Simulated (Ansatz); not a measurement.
MgCu2 (model structure, started from the C15 type, Fd-3m, No. 227, 6 atoms in the cell)

The numbers are results of PBEsol (Ansatz, a first-principles code, PAW), not measurements.

Numerical settings: plane-wave cutoff 500 eV, 14×14×14 k mesh, Fermi–Dirac smearing 0.1 eV, no spin polarisation, scalar-relativistic PAW data made under PBE.

Cell (relaxed at this level):

```yaml
crystal:
  lattice:
    - [0.00000, 3.46741, 3.46741]
    - [3.46741, 0.00000, 3.46741]
    - [3.46741, 3.46741, 0.00000]
  atoms:
    - { symbol: Cu, position: [0.12500, 0.12500, 0.12500] }
    - { symbol: Cu, position: [0.62500, 0.12500, 0.12500] }
    - { symbol: Cu, position: [0.12500, 0.62500, 0.12500] }
    - { symbol: Cu, position: [0.12500, 0.12500, 0.62500] }
    - { symbol: Mg, position: [0.75000, 0.75000, 0.75000] }
    - { symbol: Mg, position: [0.50000, 0.50000, 0.50000] }
```

| Item | Result |
|---|---|
| band gap | none |

A model structure was made by putting elements into a prototype or built by hand; here it ended with the formula and space group of a phase in our tables.
